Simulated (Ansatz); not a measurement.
Take ZnS in the zinc blende structure (space group F-43m, No. 216; a = 5.357 Å) as the base. Axes: x, y, z lie along the cube axes.

It is then changed as follows: biaxial strain −0.42 %, plane normal [111], relaxed out of plane (Cartesian); in-plane vectors clamped, the third vector and the atoms free.

Method: PBEsol, PAW, 420 eV (Ansatz, an electronic-structure program; no spin-orbit coupling).

Question: Give the band edges at the high-symmetry points of the new zone, measured from its valence-band maximum.

Answer: 
```json
[
 {"point": "Γ", "valence edge (eV)": "0.00", "conduction edge (eV)": "2.10"},
 {"point": "T", "valence edge (eV)": "-0.91", "conduction edge (eV)": "3.29"},
 {"point": "H₂", "valence edge (eV)": "-2.90", "conduction edge (eV)": "5.52"},
 {"point": "H₀", "valence edge (eV)": "-2.90", "conduction edge (eV)": "5.52"},
 {"point": "L", "valence edge (eV)": "-0.93", "conduction edge (eV)": "3.21"},
 {"point": "S₀", "valence edge (eV)": "-1.96", "conduction edge (eV)": "3.90"},
 {"point": "S₂", "valence edge (eV)": "-1.96", "conduction edge (eV)": "3.90"},
 {"point": "F", "valence edge (eV)": "-2.36", "conduction edge (eV)": "3.14"}
]
```

The gap is 2.10 eV, direct at Γ.

Whether these cells are dynamically stable was not tested. Labels are those of the standard path for the cell's own space group.
